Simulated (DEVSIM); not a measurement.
Device: illuminated InP p-on-n cell, one wavelength, at 450 K.

Layer 1 from the left is InP, thickness (μm) 0.0860, Na (cm⁻³) 2e18, τn (s) 8.8e-11, τp (s) 2.7e-9, absorption coefficient (cm⁻¹) 16000. Layer 2 from the left is InP, thickness (μm) 0.630, Nd (cm⁻³) 2.2e15, τn (s) 4.2e-9, τp (s) 4.2e-9, absorption coefficient (cm⁻¹) 16000.

Left contact: ohmic, minority electron recombination velocity 30000 cm/s. Right contact: ohmic, minority hole recombination velocity 2e6 cm/s. Voltage is applied to the left contact. Recombination: SRH at mid-gap, radiative, Auger. Light enters at the left, 4.5e16 photons cm⁻² s⁻¹, one pass, no reflection. Mobility is constant in doping.

Constants are typed, rounded textbook-type inputs, not results; the design itself was drawn at random and stands for no fabricated device. Values at 300 K; Nc and Nv go as T^1.5, mobilities as T to minus their exponent, the gap by Varshni's rule with the affinity fixed.

InP: gap (eV) 1.344, affinity (eV) 4.38, permittivity 12.5, Nc (cm⁻³) 5.7e17, Nv (cm⁻³) 1.1e19, μn (cm²/Vs) 5200, μp (cm²/Vs) 170, T exponent of μn 2, T exponent of μp 2, B (cm³/s) 1.2e-10, Cn (cm⁶/s) 9e-31, Cp (cm⁶/s) 9e-31, Varshni α (eV/K) 0.000363, Varshni β (K) 162.

DEVSIM, 1D drift-diffusion, Boltzmann statistics, complete ionisation; no tunnelling, impact ionisation, image-force lowering or self-heating.

Dark forward current:

```csv
|V| (V),|J| (A/cm²)
0.05,4.928e-5
0.10,0.0001483
0.15,0.0003633
0.20,0.0008574
0.25,0.002051
0.30,0.005081
0.35,0.01313
0.40,0.03538
0.45,0.09868
0.50,0.2820
0.55,0.8141
0.60,2.333
0.65,6.478
0.70,17.00
0.75,41.46
0.80,94.13
0.85,201.8
0.90,415.8
0.95,836.7
1.00,1663
1.05,3275
```

Question: Work out the local ideality factor n = ΔV / (kT/q · ln(J2/J1)) between the rows 0.20 and 0.25 V, 0.50 and 0.55 V, 1.00 and 1.05 V.

Answer: kT/q = 38.78 mV. From 0.20 to 0.25 V: ln(0.002051/0.0008574) = 0.872, n = 1.48. From 0.50 to 0.55 V: ln(0.8141/0.2820) = 1.060, n = 1.22. From 1.00 to 1.05 V: ln(3275/1663) = 0.678, n = 1.90.

Question: What current could the absorbed light give at most, and what share is collected?

Answer: Σ αd = 1.15, so qΦ(1 − exp(−Σ αd)) = 4.92 mA/cm². The simulated short-circuit current is 4.720 mA/cm², a share of 0.96.

Question: Estimate the open-circuit voltage by superposition: the voltage at which the dark current equals that short-circuit current.

Answer: Interpolating ln J in the table gives 0.296 V. The simulation gives 0.294 V, the same within the digits that matter. Superposition holds where collection doesn't change with voltage.
